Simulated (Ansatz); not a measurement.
The starting structures come from a database of crystals and need not be the phases stable at ambient conditions.

Tunnelling through a barrier is set by its complex band structure: the current falls as exp(−2κd) with the smallest κ.

Data:

```
CELL_PARAMETERS angstrom
      5.97163     0.00000     0.00000
      0.00000     8.44516     0.00000
      0.00000     4.22258     4.22258
ATOMIC_POSITIONS crystal
  Ru 0.50000 0.00000 0.50000
  Ru 0.00000 0.50000 0.00000
  Ru 0.50000 0.50000 0.50000
  Ru 0.00000 0.00000 0.00000
  Se 0.11942 0.61942 0.50000
  Se 0.88058 0.38058 0.50000
  Se 0.61942 0.88058 0.00000
  Se 0.38058 0.11942 0.00000
  Se 0.88058 0.11942 0.26116
  Se 0.11942 0.88058 0.73884
  Se 0.38058 0.38058 0.23884
  Se 0.61942 0.61942 0.76116
```

Space group of this cell: Pa-3. The cell is taken as given.

Transport runs along the normal of the first two printed cell vectors, the (110) plane of the conventional cell.

The gap is the functional's own. No spin-orbit coupling. Mid-gap values are interpolated on the energy grid.

### Question
Compute, with r2SCAN in Ansatz (a program for electronic structure), the band gap and the smallest decay constant κ at mid-gap.

### Answer
Gap 0.54 eV on a 8×8×8 mesh; κ = 0.139 1/Å, at the zone centre.
